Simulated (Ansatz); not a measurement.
# A computed series for MoSi2: response to strain

Consider MoSi2 (space group I4/mmm, No. 139; a = 3.2017 Å, c = 7.8186 Å). Axes: x, y, z lie along a, b, c of the conventional cell.

Strains are applied to the cell and any free atomic positions relax; under biaxial strain the out-of-plane vector relaxes too.

Level of theory: DFT with r2SCAN, PAW potentials and a 500 eV plane-wave cutoff in Ansatz (a first-principles code), no spin-orbit coupling.

Notes on the quantities. pressure: mean of the normal stresses, compression positive; energy relative to the base: free energy F.

| case | pressure | shortest interatomic distance | energy relative to the base |
|---|---|---|---|
| base | 0.0 GPa | 2.575 Å | 0 meV/atom |
| biaxial strain −4.37 %, plane normal [001], relaxed out of plane | 17.0 GPa | 2.536 Å | +87 meV/atom |
| biaxial strain −0.19 %, plane normal [001], relaxed out of plane | 0.6 GPa | 2.578 Å | +0.2 meV/atom |
| biaxial strain +1.43 %, plane normal [001], relaxed out of plane | -4.5 GPa | 2.560 Å | +8.2 meV/atom |
| biaxial strain +1.82 %, plane normal [001], relaxed out of plane | -5.6 GPa | 2.556 Å | +13 meV/atom |
| biaxial strain +2.12 %, plane normal [001], relaxed out of plane | -6.5 GPa | 2.553 Å | +18 meV/atom |
| biaxial strain +3.58 %, plane normal [001], relaxed out of plane | [?] | [?] | [?] |
| isotropic strain +0.82 % | -5.1 GPa | 2.590 Å | +5.4 meV/atom |
| uniaxial strain ε_xx = −5.61 % | 13.9 GPa | 2.554 Å | +60 meV/atom |
| uniaxial strain ε_xx = −2.87 % | 6.5 GPa | 2.578 Å | +15 meV/atom |

**Question.** Fill in the withheld entries from the trend.

**Answer.** 
- biaxial strain +3.58 %, plane normal [001], relaxed out of plane, pressure: -10.2 GPa
- biaxial strain +3.58 %, plane normal [001], relaxed out of plane, shortest interatomic distance: 2.540 Å
- biaxial strain +3.58 %, plane normal [001], relaxed out of plane, energy relative to the base: +49 meV/atom

The mesh was chosen for an insulator and is coarse for the gapless case. Without a gap, meshes like the base's 14×14×14 leave anisotropic stresses uncertain by several tenths of a GPa, and small strain energies with them. Stability against distortions was not tested. All final runs are without spin polarisation.
